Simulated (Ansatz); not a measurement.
Results of PBEsol in Ansatz (PAW) for rutile MgH2.

Settings: plane-wave cutoff 520 eV, 8×8×12 k mesh (along the axes of the cell as run), Fermi–Dirac smearing 0.01 eV, scalar-relativistic PAW data made under PBE.

Cell (measured lattice):

```cif
data_H4Mg2
_chemical_formula_sum 'Mg2 H4'
_space_group_name_H-M_alt 'P 1'
_space_group_IT_number 1
_cell_length_a 4.50100
_cell_length_b 4.50100
_cell_length_c 3.01000
_cell_angle_alpha 90.000
_cell_angle_beta 90.000
_cell_angle_gamma 90.000
loop_
_space_group_symop_operation_xyz
  'x, y, z'
loop_
_atom_site_label
_atom_site_type_symbol
_atom_site_fract_x
_atom_site_fract_y
_atom_site_fract_z
_atom_site_occupancy
Mg1 Mg 0.00000 0.00000 0.00000 1
Mg2 Mg 0.50000 0.50000 0.50000 1
H1 H 0.30600 0.30600 0.00000 1
H2 H 0.80600 0.19400 0.50000 1
H3 H 0.19400 0.80600 0.50000 1
H4 H 0.69400 0.69400 0.00000 1
```

Task: Give the computed band gap, smallest direct gap on the k points sampled and direct gap at Γ.

Result: 
- band gap: 3.50 eV (indirect)
- smallest direct gap on the k points sampled: 4.36 eV
- direct gap at Γ: 4.95 eV

Note: cell and atoms aren't relaxed at this level (largest force component 0.04 eV/Å, pressure -0.5 GPa).

Static lattice: no zero-point or thermal effects.

Ansatz is an electronic-structure program.
